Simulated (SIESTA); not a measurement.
# Worked example: self-consistent single point of Mg7Cu (P-6m2, 8 atoms in the cell) in SIESTA

Method of the run: SIESTA 5.4.2 with GGA PBEsol, numerical atomic orbitals DZP, PseudoDojo PBEsol standard norm-conserving potentials (rewritten from UPF to PSML).

Input:

```
# files in the folder: Mg.psml Cu.psml (PseudoDojo PBEsol standard)
SystemName  Mg7Cu
SystemLabel mg7cu

NumberOfAtoms                8
NumberOfSpecies              2
%block ChemicalSpeciesLabel
  1 12 Mg
  2 29 Cu
%endblock ChemicalSpeciesLabel
LatticeConstant              1.0 Ang
%block LatticeVectors
     6.196710000    0.000000000    0.000000000
    -3.098355000    5.366508000    0.000000000
     0.000000000    0.000000000    5.010700000
%endblock LatticeVectors
AtomicCoordinatesFormat      ScaledCartesian
%block AtomicCoordinatesAndAtomicSpecies
     0.000003098    1.780891779    0.000000000  1
    -1.556052750    4.476059427    0.000000000  1
     1.556058946    4.476059427    0.000000000  1
     4.599325195    2.655417923    2.505350000  1
     3.098358098    0.055666787    2.505350000  1
     1.597391002    2.655417923    2.505350000  1
     0.000000000    0.000000000    2.505350000  1
     3.098358098    1.788834211    0.000000000  2
%endblock AtomicCoordinatesAndAtomicSpecies

XC.functional                GGA
XC.authors                   PBEsol
PAO.BasisSize                DZP
PAO.EnergyShift              0.01 Ry
MeshCutoff                   400 Ry
%block kgrid.MonkhorstPack
    4   0   0  0.0
    0   4   0  0.0
    0   0   5  0.0
%endblock kgrid.MonkhorstPack
OccupationFunction           MP
OccupationMPOrder            0
ElectronicTemperature        1160.45 K

MaxSCFIterations             150
SCF.Mixer.Method             Broyden
SCF.Mixer.Weight             0.2
SCF.Mixer.History            8
SCF.DM.Tolerance             1.0E-04
Diag.ParallelOverK           true
WriteForces                  true
Charge.Mulliken              end
```

Output (repeated stretches shortened):

```
reinit: Reading from file input.fdf

reinit: System Name: Mg7Cu
reinit: System Label: mg7cu

coor:   Atomic-coordinates input format  =     Cartesian coordinates
coor:                                          (in units of alat)

siesta: Atomic coordinates (Bohr) and species
siesta:      0.00001   3.36540   0.00000  1        1
siesta:     -2.94051   8.45853   0.00000  1        2
siesta:      2.94053   8.45853   0.00000  1        3
siesta:      8.69146   5.01801   4.73443  1        4
siesta:      5.85505   0.10519   4.73443  1        5
siesta:      3.01863   5.01801   4.73443  1        6
siesta:      0.00000   0.00000   4.73443  1        7
siesta:      5.85505   3.38041   0.00000  2        8

siesta: System type = bulk

initatomlists: Number of atoms, orbitals, and projectors:      8    82    74

siesta: ******************** Simulation parameters ****************************
redata: Spin configuration                          = none
redata: Time-Reversal Symmetry                      = T
redata: Number of Atomic Species                    =        2
redata: Mesh Cutoff                                 =   400.0000 Ry
redata: Net charge of the system                    =     0.0000 |e|
redata: Min. number of SCF Iter                     =        0
redata: Max. number of SCF Iter                     =      150
redata: SCF convergence failure will abort job
redata: SCF mix quantity                            = Hamiltonian
redata: Mix DM or H after convergence               =   F
redata: Recompute H after scf cycle                 =   F
redata: Mix DM in first SCF step                    =   T
redata: No kicks to SCF
redata: DM Mixing Weight for Kicks                  =     0.5000
redata: Require Harris convergence for SCF          =   F
redata: Harris energy tolerance for SCF             =     0.000100 eV
redata: Require DM convergence for SCF              =   T
   [... lines left out ...]
diag: Used triangular part                          = Lower
diag: Absolute tolerance                            =  0.100E-15
diag: Orthogonalization factor                      =  0.100E-05
diag: Memory factor                                 =  1.0000

superc: Internal auxiliary supercell:     5 x     5 x     3  =      75
superc: Number of atoms, orbitals, and projectors:    600   6150   5550

                        Single-point calculation

superc: Internal auxiliary supercell:     5 x     5 x     3  =      75
superc: Number of atoms, orbitals, and projectors:    600   6150   5550

outcell: Unit cell vectors (Ang):
        6.196710    0.000000    0.000000
       -3.098355    5.366508    0.000000
        0.000000    0.000000    5.010700

outcell: Cell vector modules (Ang)   :    6.196710    6.196710    5.010700
outcell: Cell angles (23,13,12) (deg):     90.0000     90.0000    120.0000
outcell: Cell volume (Ang**3)        :    166.6293
new_DM -- step:     1
Initializing Density Matrix...

Attempting to read DM from file... Failed...
DM filled with atomic data:

InitMesh: MESH = 72 x 72 x 64 = 331776
InitMesh: Mesh cutoff (required, used) =   400.000   450.884 Ry

stepf: Methfessel-Paxton step function
       Using Hermite-Gauss polynomials of order  0
        iscf     Eharris(eV)        E_KS(eV)     FreeEng(eV)     dDmax    Ef(eV) dHmax(eV)
   scf:    1   -14502.382318   -15809.016418   -15809.041586  2.867615 -0.172505182.809473
   scf:    2   -15948.310565   -16370.145732   -16370.173914  2.392483 -3.224877 73.191665
   scf:    3   -16446.848449   -16411.318071   -16411.342179  0.943100 -3.278856 48.866572
   scf:    4   -16458.698784   -16440.860808   -16440.881759  1.347199 -3.162879 13.630698
   scf:    5   -16444.277788   -16443.656637   -16443.672241  0.376963 -3.073650  0.997263
   scf:    6   -16078.594456   -16318.813245   -16318.848780  1.003614 -1.865848 80.788286
   [... 9 lines left out ...]
   scf:   16   -16443.681778   -16443.682461   -16443.698613  0.003125 -3.113960  0.093288
   scf:   17   -16443.682745   -16443.682651   -16443.698781  0.003074 -3.113379  0.016638
   scf:   18   -16443.682657   -16443.682654   -16443.698787  0.000415 -3.113448  0.006348
   scf:   19   -16443.682653   -16443.682654   -16443.698788  0.000147 -3.113513  0.001364
   scf:   20   -16443.682653   -16443.682654   -16443.698788  0.000044 -3.113568  0.000679
SCF Convergence by DM+H criterion
max |DM_out - DM_in|         :     0.0000444937
max |H_out - H_in|      (eV) :     0.0006794501
SCF cycle converged after 20 iterations

Using DM_out to compute the final energy and forces

siesta: E_KS(eV) =           -16443.6827

siesta: E_KS - E_eggbox =    -16443.6827

siesta: Atomic forces (eV/Ang):
     1   -0.000005    0.070288    0.000000
     2    0.060883   -0.035151   -0.000000
     3   -0.060874   -0.035140   -0.000000
     4   -0.012243   -0.007093    0.000000
     5    0.000022    0.014149    0.000000
     6    0.012276   -0.007087    0.000000
     7    0.000012   -0.000007   -0.000000
     8   -0.000066    0.000038   -0.000000
   Tot    0.000006   -0.000003   -0.000000
   Max    0.070288
   Res    0.025351    sqrt( Sum f_i^2 / 3N )
   Max    0.070288    constrained

Stress tensor Voigt[x,y,z,yz,xz,xy] (kbar):      -11.03      -10.71        7.06        0.00        0.00        0.28
(Free)E + p*V (eV/cell)   -16443.1896
Target enthalpy (eV/cell)   -16443.6988

siesta: Program's energy decomposition (eV):
siesta: Ebs     =     -3856.836276
siesta: Eions   =     20109.392420
siesta: Ena     =      1214.478972
siesta: Ekin    =      8797.705169
siesta: Enl     =     -4347.849186
siesta: Eso     =         0.000000
siesta: Edftu   =         0.000000
siesta: DEna    =       105.035575
siesta: DUscf   =         4.276128
siesta: DUext   =         0.000000
siesta: Ex      =     -1982.763307
siesta: Ec      =      -125.173584
siesta: Exc     =     -2107.936891
siesta: Eharris =    -16443.682653
siesta: Etot    =    -16443.682654
siesta: FreeEng =    -16443.698788

siesta: Atomic forces (eV/Ang):
siesta:      1   -0.000005    0.070288    0.000000
siesta:      2    0.060883   -0.035151   -0.000000
siesta:      3   -0.060874   -0.035140   -0.000000
siesta:      4   -0.012243   -0.007093    0.000000
siesta:      5    0.000022    0.014149    0.000000
siesta:      6    0.012276   -0.007087    0.000000
siesta:      7    0.000012   -0.000007   -0.000000
siesta:      8   -0.000066    0.000038   -0.000000
siesta: ----------------------------------------
   [... lines left out ...]
siesta: Cell volume =        166.629294 Ang**3
   [... lines left out ...]
siesta:                Solid            Molecule  Units
siesta:           0.00003328          0.00004314  Ry/Bohr**3
siesta:           0.00305599          0.00396128  eV/Ang**3
siesta:           4.89623933          6.34667712  kBar

mulliken: Atomic and Orbital Populations:

Species: Mg
Atom  Qatom  Qorb
               2s      3s      3s      2py     2pz     2px     3py     3pz
               3px
   1  9.979   1.995   1.260  -0.273   2.022   2.021   2.019   0.316   0.261
              0.358
   2  9.979   1.995   1.260  -0.273   2.020   2.021   2.021   0.347   0.261
   [... 11 lines left out ...]

Species: Cu
Atom  Qatom  Qorb
               3s      4s      4s      3py     3pz     3px     4py     4pz
               4px     3dxy    3dyz    3dz2    3dxz    3dx2-y2 3dxy    3dyz
               3dz2    3dxz    3dx2-y2
   8 18.779   2.002   1.251  -0.419   2.008   2.009   2.008   0.145   0.150
              0.145   1.756   1.763   1.752   1.763   1.756   0.141   0.137

              0.136   0.137   0.141

mulliken: Qtot =       89.000

Mulliken Atomic Populations:
Atom #   charge [q] valence [e]  Species
     1     0.020566    9.979434  Mg
     2     0.020570    9.979430  Mg
     3     0.020566    9.979434  Mg
     4    -0.032518   10.032518  Mg
     5    -0.032518   10.032518  Mg
     6    -0.032515   10.032515  Mg
     7    -0.184720   10.184720  Mg
     8     0.220569   18.779431  Cu
 Total     0.000000
```

The run converged in 20 iterations.

The starting cell comes from a database of computed structures (which also holds hypothetical and non-ambient phases and stackings), without a prior relaxation at this level. Spin polarisation is off. Values carry the incompleteness of an atom-centred basis.

Cost on one core of a shared machine: roughly 50 s.
